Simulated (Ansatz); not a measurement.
Input for antipolar orthorhombic HfO2 with Sn, 48 sites:

Ansatz 0.2 input:
```yaml
crystal:
  lattice:
    - [10.214684736, 0.008594835, 0.006496522]
    - [0.00849543, 10.09671316, 0.005041838]
    - [0.003351914, 0.002631801, 5.269031039]
  atoms:
    - { symbol: Sn, position: [0.380364808, 0.11735064, 0.465876742] }
    - { symbol: Hf, position: [0.876231149, 0.115695844, 0.463984955] }
    - { symbol: Hf, position: [0.122608779, 0.884228307, 0.53271138] }
    - { symbol: Hf, position: [0.622998074, 0.883607155, 0.535781488] }
    - { symbol: Hf, position: [0.371611014, 0.883834453, 0.964296359] }
    - { symbol: Hf, position: [0.872925488, 0.884301493, 0.963847288] }
    - { symbol: Hf, position: [0.126816671, 0.115052149, 0.03598549] }
    - { symbol: Hf, position: [0.627141325, 0.116218951, 0.034699311] }
    - { symbol: Hf, position: [0.126903862, 0.383350509, 0.53454393] }
    - { symbol: Hf, position: [0.62766047, 0.385693984, 0.537080399] }
    - { symbol: Hf, position: [0.372865112, 0.615799387, 0.465183891] }
    - { symbol: Hf, position: [0.873612615, 0.615666508, 0.463924308] }
    - { symbol: Hf, position: [0.123319587, 0.615094866, 0.03499741] }
    - { symbol: Hf, position: [0.623023369, 0.615878303, 0.036193299] }
    - { symbol: Hf, position: [0.377893984, 0.384048627, 0.966425079] }
    - { symbol: Hf, position: [0.877435498, 0.384256481, 0.964321611] }
    - { symbol: O, position: [0.49897398, 0.477780857, 0.262975645] }
    - { symbol: O, position: [0.999139817, 0.477324214, 0.260535052] }
    - { symbol: O, position: [0.00166838, 0.522367069, 0.737538192] }
    - { symbol: O, position: [0.501603922, 0.523035169, 0.740023771] }
    - { symbol: O, position: [0.251601016, 0.521178675, 0.761070947] }
    - { symbol: O, position: [0.751784332, 0.523168638, 0.762094183] }
    - { symbol: O, position: [0.249021663, 0.477520415, 0.23833198] }
    - { symbol: O, position: [0.749111265, 0.477703676, 0.238916756] }
    - { symbol: O, position: [0.248502981, 0.021568799, 0.733628511] }
    - { symbol: O, position: [0.748206465, 0.022573199, 0.738260141] }
    - { symbol: O, position: [0.248997301, 0.975445546, 0.257048874] }
    - { symbol: O, position: [0.750303064, 0.977164834, 0.260749229] }
    - { symbol: O, position: [-0.000034759, 0.977605742, 0.238187525] }
    - { symbol: O, position: [0.499675062, 0.978803164, 0.242170455] }
    - { symbol: O, position: [0.497926438, 0.023041921, 0.764378081] }
    - { symbol: O, position: [0.998485863, 0.02214298, 0.761252997] }
    - { symbol: O, position: [0.313304532, 0.290006396, 0.629111382] }
    - { symbol: O, position: [0.812838908, 0.289565249, 0.627381159] }
    - { symbol: O, position: [0.187217462, 0.710001775, 0.37268934] }
    - { symbol: O, position: [0.68781055, 0.710809928, 0.373418388] }
    - { symbol: O, position: [0.437777962, 0.71105951, 0.127646868] }
    - { symbol: O, position: [0.937958155, 0.710904596, 0.126522794] }
    - { symbol: O, position: [0.062312733, 0.28890548, 0.872527495] }
    - { symbol: O, position: [0.563388077, 0.28993625, 0.874277355] }
    - { symbol: O, position: [0.061118659, 0.210944325, 0.3720519] }
    - { symbol: O, position: [0.564584973, 0.211865671, 0.374351107] }
    - { symbol: O, position: [0.438070706, 0.788700366, 0.627148011] }
    - { symbol: O, position: [0.936749483, 0.789028936, 0.626559031] }
    - { symbol: O, position: [0.187517937, 0.789095645, 0.871792316] }
    - { symbol: O, position: [0.686896325, 0.789726137, 0.87402882] }
    - { symbol: O, position: [0.312238367, 0.210019348, 0.126729657] }
    - { symbol: O, position: [0.811836557, 0.21092786, 0.126749118] }
basis:
  ecutwfc: 500
  ecutrho_ratio: 4
  xc_grid: 4
kpoints:
  mp_grid: { grid: [2, 2, 4] }
hamiltonian:
  xc: r2scan
  dispersion: none
  pseudopotentials: { kind: paw }
scf:
  n_extra_bands: 36
  occupations: { method: fermi_dirac, width: 0.01 }
  convergence: { dr2_threshold: 0.000000001 }
output:
  eigenstates: { kpoints: [[0, 0, 0]], e_range: [-4, 6], localisation: true }
  eigenvalues: true
```

These are r2SCAN (plane waves to 500 eV, PAW; Ansatz, a first-principles code) values and carry that method's errors. No spin–orbit coupling. Its k-point mesh 2×2×4, Fermi–Dirac width 0.01 eV.

### Question
What does the end of the output print (band table and long remarks left out, numbers rounded to eight decimals)?

### Answer
```
SCF converged after 12 iterations
Free energy (F): -260321.256332 eV
Harris-Foulkes:  -260321.256332 eV  (|F-HF|=1.25e-9)
Internal energy: -260321.256332 eV  (E = F + TS)
E sigma→0 (E₀):  -260321.256332 eV
Fermi energy:    15.864472 eV
--- Per-component energies (eV) ---
  E_band       = -267.098965
  E_kinetic    = 12133.265969
  E_local      = -91367.379466  (includes V_loc(G=0)·N_el)
  E_nonlocal   = -17224.218067
  E_hartree    = 41918.986111
  E_xc         = -6974.640535
  E_vxc        = -7879.555021  (∫ρ·V_xc dr)
  E_paw        = -113559.939188  (= ΣΔE_a)
  E_vpaw       = 19798.239855  (= ΣTr[D̂ρ^β])
  E_aug_tail   = 0.033354  (compensation charges beyond the density's cutoff)
  E_vtau       = 434.546124  (kinetic-family band-sum trace: ∫τ·v_τ [+ j·A + Jᵃ·Aᵃ] dr)
  E_ewald      = -85251.900548
  E_core_change = 4.536038  (= ΣΔE_core)
  E_smearing   = 0.000000  (= −TS)
  E_closure    = 0.000000  (closes the sum)
  Σ components = -260321.256332   (vs F -260321.256332, Δ=0.00e0)
```

Cost: around 9 core-minutes (rough).
